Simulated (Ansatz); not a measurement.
Consider interstitial H in anatase TiO2 with all lengths changed by +1 %, charge state +1. All values below come from PBE, PAW (plane waves to 420 eV; Ansatz, a quantum-chemistry and plane-wave program).

Cell of 108 host sites held at the strained lattice (strain from the relaxed PBE one, atoms relaxed); the Γ point alone; Fermi-Dirac width 0.01 eV, spin-restricted; finite-size errors left in. Energies are static. The charge state is imposed; whether it is stable for some Fermi level was not computed. Sites that were not tried may lie lower.

The step: one H atom jumps by itself; the atom moves 1.31 Å along (-0.34, 0.00, 0.00) of the unit cell; the moving atom starts with neighbours O at 0.98, 2 O at 2.14 Å and ends with O at 0.98, 2 O at 2.14 Å. On the band's own sampling the forward barrier is 0.72 eV. Harmonic modes of the moving H atom alone, all others held, come from finite differences of 0.015 Å. The saddle point's order was not checked, and it lies on a symmetry element of the cell, where a band can be held.

**Question.** Which three frequencies does the atom have at the start and at the saddle point?

**Answer.** start 21.2, 25.0, 101.8 THz; saddle point 39.1i, 37.9 and 40.6 THz.

**Question.** What attempt frequency and zero-point change of the barrier follow from these modes alone, and what classical rate at 500 K?

**Answer.** ν = (21.2 × 25.0 × 101.8) / (37.9 × 40.6) ≈ 35 THz. The zero-point energy changes the barrier by h/2 × (78.5 − 148.0) THz = -0.144 eV. The classical rate is ν exp(−0.72/0.0431) ≈ 2000000 s⁻¹. One atom's modes give a rough prefactor, not that of the whole cell.
